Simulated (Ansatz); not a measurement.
Start from Ga$_{2}$O$_{3}$ in the corundum structure (space group R-3c, No. 167).

```
CELL_PARAMETERS angstrom
      2.52885     1.46003     4.54101
     -2.52885     1.46003     4.54101
      0.00000    -2.92006     4.54101
ATOMIC_POSITIONS crystal
  Ga 0.64416 0.64416 0.64416
  Ga 0.14416 0.14416 0.14416
  Ga 0.35584 0.35584 0.35584
  Ga 0.85584 0.85584 0.85584
  O  0.75000 0.44687 0.05313
  O  0.05313 0.75000 0.44687
  O  0.25000 0.55313 0.94687
  O  0.55313 0.94687 0.25000
  O  0.94687 0.25000 0.55313
  O  0.44687 0.05313 0.75000
```

Cartesian axes are those of the cell as printed.

Method: Ansatz (an electronic-structure program), PBE, PAW, cutoff 420 eV, without spin-orbit coupling.

Strains are applied to the cell and any free atomic positions relax.

One change was made to it. Results:

```csv
quantity,base,after
electron mass,0.21 mₑ (at Γ),0.20 mₑ (at Γ)
width of the top valence band,0.43 eV,0.42 eV
shortest interatomic distance,1.952 Å,1.964 Å
energy relative to the base (free energy F),0 meV/atom,+5.0 meV/atom
```

### Question
Name the change that was made.
A. uniaxial strain ε_zz = +0.75 %
B. uniaxial strain ε_zz = +3.00 %
C. uniaxial strain ε_zz = +1.50 %
D. uniaxial strain ε_zz = +2.25 %

### Answer
D, uniaxial strain ε_zz = +2.25 %. For comparison, the energy relative to the base in the other runs: uniaxial strain ε_zz = +3.00 % gives +8.8 meV/atom; uniaxial strain ε_zz = +0.75 % gives +0.6 meV/atom; uniaxial strain ε_zz = +1.50 % gives +2.2 meV/atom.

The levels and masses belong to the bands next to the band gap. Masses are band curvatures over ±0.01 Å⁻¹ around the edge. No phonon test of stability was made.
